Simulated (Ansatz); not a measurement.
We consider CsCl-type RuAl, described by HSE06 in Ansatz (plane waves, PAW).

Settings: plane-wave cutoff 460 eV, 10×10×10 k mesh, Fermi–Dirac smearing 0.05 eV, no spin polarisation, scalar-relativistic PAW data made under PBE.

Cell (relaxed at this level):

```cif
data_AlRu
_chemical_formula_sum 'Al1 Ru1'
_space_group_name_H-M_alt 'Pm-3m'
_space_group_IT_number 221
_space_group_name_Hall '-P 4 2 3'
_cell_length_a 2.97131
_cell_length_b 2.97131
_cell_length_c 2.97131
_cell_angle_alpha 90.000
_cell_angle_beta 90.000
_cell_angle_gamma 90.000
loop_
_atom_site_label
_atom_site_type_symbol
_atom_site_symmetry_multiplicity
_atom_site_Wyckoff_symbol
_atom_site_fract_x
_atom_site_fract_y
_atom_site_fract_z
_atom_site_occupancy
Al1 Al 1 b 0.50000 0.50000 0.50000 1
Ru1 Ru 1 a 0.00000 0.00000 0.00000 1
```

**Question.** What does this level give for the bulk modulus and pressure derivative B′ of the bulk modulus?

**Answer.** 
bulk modulus: 226 GPa
pressure derivative B′ of the bulk modulus: 4.4

Note: the run has no spin polarisation, so it can have missed a magnetic state.

Static lattice: no zero-point or thermal effects.

The result took around 13 core-minutes (rough).

Ansatz is a quantum-chemistry and plane-wave program.
